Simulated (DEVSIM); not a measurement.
Device: abrupt Ge n-p junction, at 250 K.

Layer 1 from the left is Ge, thickness (μm) 2.10, Nd (cm⁻³) 1.3e15, τn (s) 5.5e-7, τp (s) 5.5e-7. Layer 2 from the left is Ge, thickness (μm) 80.0, Na (cm⁻³) 2.7e17, τn (s) 5.5e-7, τp (s) 5.5e-7.

Left contact: ohmic. Right contact: ohmic. Voltage is applied to the left contact. Recombination: SRH at mid-gap, radiative, Auger. Mobility is μmin + (μ − μmin)/(1 + (N/Nref)^α).

This is a model device: material constants are rounded textbook-type values typed into the input, and sizes, dopings and lifetimes were drawn at random. Values at 300 K; Nc and Nv go as T^1.5, mobilities as T to minus their exponent, the gap by Varshni's rule with the affinity fixed.

Ge: gap (eV) 0.664, affinity (eV) 4, permittivity 16, Nc (cm⁻³) 1.04e19, Nv (cm⁻³) 6e18, μn (cm²/Vs) 3900, μp (cm²/Vs) 1900, μn,min 150, μp,min 100, Nref,n 2.6e17, Nref,p 4e17, αn 0.56, αp 0.6, T exponent of μn 1.66, T exponent of μp 2.33, B (cm³/s) 6.4e-14, Cn (cm⁶/s) 1e-31, Cp (cm⁶/s) 1e-31, Varshni α (eV/K) 0.000477, Varshni β (K) 235.

Problem. Estimate by hand the built-in potential, the peak field at zero bias, and compare with a numerical solution.

Solution. 
- Built-in potential: ni = √(Nc Nv) exp(−Eg/2kT) = 7.88e11 cm⁻³ with Eg = 0.683 eV; Vbi = kT/q ln(Na Nd/ni²) = 0.434 V; numerical 0.434 V.
- Peak field at zero bias: depletion approximation: W = √(2εVbi/(qN)) = 0.770 μm with N = 1.29e15 cm⁻³; field = 2Vbi/W = 11300 V/cm; numerical 23600 V/cm (estimate below by 52 %).

DEVSIM, 1D drift-diffusion, Boltzmann statistics, complete ionisation; no tunnelling, impact ionisation, image-force lowering or self-heating.
